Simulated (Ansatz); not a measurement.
The parent structure is SiC in the zinc blende structure (space group F-43m, No. 216; a = 4.356 Å).

One thing is altered: a hydrostatic pressure of 4.5 GPa.

Calculations: r2SCAN (Ansatz, a first-principles code; PAW; 500 eV plane waves; without spin-orbit coupling).

Base, band edges from the VBM (valence, conduction): X -3.33, 1.71; W -4.81, 5.72; L -1.11, 5.99; Γ 0.00, 6.82; K -2.71, 3.53; U -2.71, 3.53 eV.

Problem. Give the band edges at the high-symmetry points of the new zone, measured from its valence-band maximum.

Solution. 
```
point  valence edge (eV)  conduction edge (eV)
-----  -----------------  --------------------
Γ                   0.00                  7.06
X                  -3.37                  1.70
U                  -2.74                  3.56
K                  -2.74                  3.56
L                  -1.11                  6.17
W                  -4.89                  5.75
```

The gap is 1.70 eV, indirect, Γ → X.

Load acts through the strain it causes; cell and atoms are relaxed under it. Stability against distortions was not tested.
